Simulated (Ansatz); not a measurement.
Formation energy of the localised charge states of Cl interstitial in rock-salt NaCl (start: void with 4Cl4Na nearest; 64-site cell, 2×2×2 shifted sampling) against the Fermi level, Cl-rich (Δμ(Cl) = 0.00 eV; only phases computed here count, gases as isolated molecules at 0 K). Computed with PBE, PAW (plane waves to 420 eV; Ansatz, a first-principles code).

Charges with a result: +1, 0, −1. Others weren't obtained, and one of them could lie lower, also by skipping a charge.

Details: 64-site cell; 2×2×2 shifted k-points; host gap 4.99 eV; charged states image-corrected; energies good to tenths of an eV; flagged in the runs: a strain field that reaches the edge of the cell.

```
E_F − E_VBM (eV)  q = +1  q = 0  q = −1
----------------  ------  -----  ------
0.00                0.48   1.75    3.56
0.62                1.10   1.75    2.93
1.25                1.73   1.75    2.31
1.87                2.35   1.75    1.68
2.50                2.97   1.75    1.06
3.12                3.60   1.75    0.44
3.74                4.22   1.75   -0.19
4.37                4.85   1.75   -0.81
4.99                5.47   1.75   -1.44
```

Crossings of the lowest lines: (+1/0) at 1.27 eV; (0/−1) at 1.81 eV.
